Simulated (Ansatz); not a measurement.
The reference is AgI in the zinc blende structure (space group F-43m, No. 216; a = 6.4498 Å).

The values are results of DFT with PBEsol, PAW potentials and a 420 eV plane-wave cutoff in Ansatz (a first-principles code), without spin-orbit coupling, not measurements.

Carriers are added at fixed cell with a uniform background; the Fermi–Dirac width is that of 300 K.

One change was made to it. Results:

```csv
quantity,base,after
Fermi level relative to the doped band's edge (positive inside the band; to 0.05 eV),–,+0.45 eV
gap between the host's bands,1.20 eV,1.44 eV
gap character,direct at Γ,direct at Γ
```

Q: What was done to the base?
(A) holes 1.5×10^21 cm⁻³
(B) holes 5.0×10^20 cm⁻³
(C) electrons 5.0×10^21 cm⁻³
(D) holes 5.0×10^21 cm⁻³
(E) electrons 1.0×10^21 cm⁻³

A: D, holes 5.0×10^21 cm⁻³. For comparison, the Fermi level from band edge in the other runs: holes 1.5×10^21 cm⁻³ gives +0.20 eV; electrons 1.0×10^21 cm⁻³ gives +1.10 eV; electrons 5.0×10^21 cm⁻³ gives +1.80 eV; holes 5.0×10^20 cm⁻³ gives +0.10 eV.

Carriers are added with a uniform compensating background; total energy and stress of such cells depend on the potential's zero and are not compared; many-body gap narrowing is missing at this level. With I present, leaving out spin-orbit coupling can change the band edges. Whether these cells are dynamically stable was not tested.
